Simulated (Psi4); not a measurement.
Psi4 1.11, PBE/def2-svp: C[Si](C)(O)O[Si](O)(O)O, 19 atoms. The geometry is a generated start, not checked to be a minimum at this level.

task: energy
method: pbe
basis: def2-svp
memory: 3 GB
maxiter: 100
keys of the molecule block: symmetry c1
scf_type: df (default)
e_convergence: 1e-06 (default)
d_convergence: 1e-06 (default)
dft_radial_points: 75 (default)
dft_spherical_points: 302 (default)
basis functions: 184
grid points: 401581

```xyz
19

Si     1.8859    -0.3866    -0.4032
O      2.1496    -1.9690    -0.1813
O      2.8147     0.0988    -1.6432
O      2.2554     0.3440     1.0077
O      0.3499    -0.0204    -0.7280
Si    -0.9314     0.4370     0.2007
C     -1.5828    -1.0921     1.1250
C     -2.1955     1.2075    -0.9780
O     -0.4174     1.5783     1.2462
H      2.0064    -2.5626    -0.9124
H      2.6686     0.9461    -2.0529
H      3.0136     0.0310     1.4937
H     -1.9558    -1.8511     0.4448
H     -0.7905    -1.5444     1.7162
H     -2.3905    -0.8282     1.7996
H     -1.7819     2.0553    -1.5137
H     -3.0537     1.5576    -0.4162
H     -2.5480     0.4889    -1.7094
H      0.5033     1.5101     1.5042
```

With the defaults (diis = true, scf_initial_accelerator = adiis, damping_percentage = 0, soscf = false, soscf_start_convergence = 0.01, guess = auto, which took SAD, diis_max_vecs = 10) it converges in 10 SCF iterations. One run each on 2 threads, with these changes:
- guess = gwh
- soscf = true, soscf_start_convergence = 0.1
- diis_max_vecs = 3
- diis = false, scf_initial_accelerator = none, damping_percentage = 60
- diis_max_vecs = 20
- diis_max_vecs = 6
- scf_initial_accelerator = none
- guess = core
- guess = sadno

**Question.** Which runs fail or end elsewhere than the default run?

**Answer.** No convergence: diis = false, scf_initial_accelerator = none, damping_percentage = 60 (the run ends without SCF convergence in 100 iterations). The rest reach the solution of the defaults.

```tsv
setting	SCF iterations	JK calls	end
soscf = true, soscf_start_convergence = 0.1	6	22	same solution
the defaults	10	11	same solution
scf_initial_accelerator = none	10	11	same solution
diis_max_vecs = 6	10	11	same solution
diis_max_vecs = 20	10	11	same solution
guess = sadno	11	11	same solution
guess = gwh	16	16	same solution
diis_max_vecs = 3	16	17	same solution
guess = core	18	18	same solution
diis = false, scf_initial_accelerator = none, damping_percentage = 60	100	101	no convergence
```

An SOSCF iteration holds several JK calls; a Hückel guess adds calls on atoms.
